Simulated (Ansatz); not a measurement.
Take ZnS in the wurtzite structure (space group P6_3mc, No. 186; a = 3.845 Å, c = 6.306 Å) as the base.

Method: PBE in Ansatz (plane waves to 420 eV, PAW, no SOC).

Perturbation: every S is replaced by O; the structure is relaxed again.

Measured band gap: ZnS 3.91 eV (temperature not stated; as listed in Mehmet Aras, Çetin Kılıç, The Journal of Chemical Physics (2014)); ZnO 3.6 eV (static lattice; corrected from measurement; as listed in Wei Chen et al., Physical Review Materials (2018)).

**Question.** How well does PBE reproduce the measured shift?

**Answer.** With PBE the band gap moves by -1.33 eV (2.08 → 0.74) against -0.31 eV measured. The two measured values stand on different bases (one corrected, one not), which blurs small differences.

Whether these cells are dynamically stable was not tested.

Ansatz is a program for electronic structure.
